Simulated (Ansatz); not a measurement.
Start from TiSi$_{2}$ (space group Cmcm, No. 63; a = 3.515 Å, b = 13.348 Å, c = 3.557 Å).

Levels (all Ansatz, a quantum-chemistry and plane-wave program, PAW): PBEsol (420 eV, no SOC); r2SCAN (500 eV, no spin-orbit coupling).

The geometry is relaxed with PBEsol.

```
Quantity          Result
---------------  -------
PBEsol pressure  0.0 GPa
```

Q: How does going to r2SCAN change the pressure?

A: The pressure goes from zero to 2.1 GPa.

Single points use the geometry relaxed with PBEsol. Their cutoffs differ, which shifts pressures a little. No phonon test of stability was made. The final runs are not spin-polarised.
